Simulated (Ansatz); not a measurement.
# Cu, pressure series

Consider Cu in the fcc (Cu type) structure (space group Fm-3m, No. 225; a = 3.577 Å).

Cell and atoms are relaxed at each pressure.

Level of theory: plane-wave PAW DFT at the r2SCAN level (Ansatz, a program for electronic structure, 500 eV), scalar-relativistic without spin-orbit coupling.

Two rows of this table had their results exchanged by mistake.

```csv
pressure,volume per atom (Å³),shortest distance (Å),band gap
pressure −2 GPa,11.58,2.540,zero
pressure −1 GPa,11.51,2.534,zero
pressure 0.9 GPa,11.38,2.525,zero
pressure 2.1 GPa,11.30,2.519,zero
pressure 4.5 GPa,11.15,2.508,zero
pressure 9 GPa,10.29,2.442,zero
pressure 15 GPa,10.60,2.466,zero
pressure 22.5 GPa,10.90,2.488,zero
pressure 30 GPa,10.03,2.420,zero
```

**Question.** Which two?

**Answer.** The rows for pressure 9 GPa and pressure 22.5 GPa: the volume has to fall steadily with pressure, so 10.90 Å³ belongs to pressure 9 GPa and 10.29 Å³ to pressure 22.5 GPa.

Load acts through the strain it causes; cell and atoms are relaxed under it. Whether these cells are dynamically stable was not tested. Competing high-pressure phases were not computed. The final runs are not spin-polarised.
